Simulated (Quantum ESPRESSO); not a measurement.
Worked example: self-consistent single point of B3Ru7 (P6_3mc, 20 atoms in the cell) in Quantum ESPRESSO.

Method of the run: LDA (PZ), GBRV 1.5 ultrasoft (LDA) pseudopotentials (plane waves; Quantum ESPRESSO).

```
B3Ru7
1.0
    7.51063     0.00000     0.00000
   -3.75532     6.50440     0.00000
    0.00000     0.00000     4.73592
B Ru
6 14
Direct
  0.18956   0.81044   0.83322
  0.37912   0.18956   0.33322
  0.18956   0.37912   0.83322
  0.81044   0.18956   0.33322
  0.62088   0.81044   0.83322
  0.81044   0.62088   0.33322
  0.12120   0.87880   0.24320
  0.24240   0.12120   0.74320
  0.12120   0.24240   0.24320
  0.87880   0.12120   0.74320
  0.75760   0.87880   0.24320
  0.87880   0.75760   0.74320
  0.33333   0.66667   0.07160
  0.66667   0.33333   0.57160
  0.45672   0.54328   0.57035
  0.91344   0.45672   0.07035
  0.45672   0.91344   0.57035
  0.54328   0.45672   0.07035
  0.08656   0.54328   0.57035
  0.54328   0.08656   0.07035
```

Reference input (self-consistent single point, DFT, LDA (PZ), plane waves, GBRV 1.5 ultrasoft (LDA) pseudopotentials): ecutwfc = 40 Ry; ecutrho = 320 Ry; occupations = smearing; smearing = fd; degauss = 0.0099958 Ry; potentials = {B: b_lda_v1.4.uspp.F.UPF, Ru: ru_lda_v1.2.uspp.F.UPF}; K_POINTS = automatic 3 3 5 0 0 0; conv_thr = 1e-10 Ry; mixing_beta = 0.3. This run's input differs from it in these lines:

```diff
@@ -18,3 +18,3 @@
   smearing = 'fd',
-  degauss = 0.0099958,
+  degauss = 0.02205,
 /
@@ -49,3 +49,3 @@
 K_POINTS automatic
-3 3 5  0 0 0
+4 4 6  0 0 0
```

Output (repeated stretches shortened):

```
     Self-consistent Calculation

     iteration #  1     ecut=    40.00 Ry     beta= 0.30

     negative rho (up, down):  9.698E-01 0.000E+00

     total energy              =   -2756.51861938 Ry
     estimated scf accuracy    <      28.50173910 Ry

     iteration #  2     ecut=    40.00 Ry     beta= 0.30

     negative rho (up, down):  9.689E-01 0.000E+00

     total energy              =   -2760.63717441 Ry
     estimated scf accuracy    <       1.20641720 Ry

     iteration #  3     ecut=    40.00 Ry     beta= 0.30

     negative rho (up, down):  9.679E-01 0.000E+00

     total energy              =   -2760.73260137 Ry
     estimated scf accuracy    <       0.23344613 Ry

   [... 11 blocks of this kind left out ...]

     iteration # 15     ecut=    40.00 Ry     beta= 0.30

     negative rho (up, down):  9.593E-01 0.000E+00

     total energy              =   -2760.78574542 Ry
     estimated scf accuracy    <          1.8E-10 Ry

     iteration # 16     ecut=    40.00 Ry     beta= 0.30

     negative rho (up, down):  9.593E-01 0.000E+00
     End of self-consistent calculation

   [... 16 lines left out ...]

   [... 16 lines left out ...]

     the Fermi energy is    21.1592 ev

!    total energy              =   -2760.78574542 Ry
     estimated scf accuracy    <          1.8E-11 Ry
     smearing contrib. (-TS)   =      -0.38158002 Ry
     internal energy E=F+TS    =   -2760.40416540 Ry

     convergence has been achieved in  16 iterations

     negative rho (up, down):  9.593E-01 0.000E+00

     Forces acting on atoms (cartesian axes, Ry/au):

     atom    1 type  1   force =    -0.00064126    0.00037023    0.00090587
     atom    2 type  1   force =    -0.00064126   -0.00037023    0.00090587
     atom    3 type  1   force =    -0.00000000   -0.00074046    0.00090587
     atom    4 type  1   force =     0.00064126   -0.00037023    0.00090587
   [... lines left out ...]
     Total force =     0.025237     Total SCF correction =     0.000005
   [... lines left out ...]

     negative rho (up, down):  9.593E-01 0.000E+00
          total   stress  (Ry/bohr**3)                   (kbar)     P=     -128.58
  -0.00092275   0.00000000  -0.00000000         -135.74        0.00       -0.00
   0.00000000  -0.00092275   0.00000000            0.00     -135.74        0.00
  -0.00000000   0.00000000  -0.00077665           -0.00        0.00     -114.25

   JOB DONE.
```

The run converged in 16 iterations. Against the reference run the free energy falls by 104 meV/atom, the pressure goes from -15.07 to -12.86 GPa and the largest force goes from 0.158 to 0.220 eV/Å.

The starting cell comes from a database of computed structures (which also holds hypothetical and non-ambient phases and stackings), without a prior relaxation at this level. Its lattice was rescaled by a random factor within 2.5 % of one. Spin polarisation is off. With a pressure of about -13 GPa the cell is away from its equilibrium volume at this level.

Cost on one core of a shared machine: roughly 20 min.
